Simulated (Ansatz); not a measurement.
The starting structures come from a database of crystals and need not be the phases stable at ambient conditions.

By PBEsol, the system below comes out a metal.

A figure of merit of an interconnect metal is its ballistic conductance per area.

Given:

```yaml
crystal:
  lattice:
    - [3.35893, 0.00000, 0.00000]
    - [0.00000, 6.26516, 0.00000]
    - [1.30888, 3.13258, 3.23375]
  atoms:
    - { symbol: Bi, position: [0.85738, 0.75306, 0.49388] }
    - { symbol: Bi, position: [0.14262, 0.24694, 0.50612] }
```

The cell is taken as given; by PBEsol it stands under a pressure of -2.5 GPa.

The current flows along the normal of the first two printed cell vectors. No spin-orbit coupling; the value is a mean over 0.1 eV about the Fermi level.

Question: Predict the ballistic conductance per area from Ansatz (a quantum-chemistry and plane-wave program) with PBEsol.

Answer: 0.78 × 10¹⁵ S/m² for both spins.
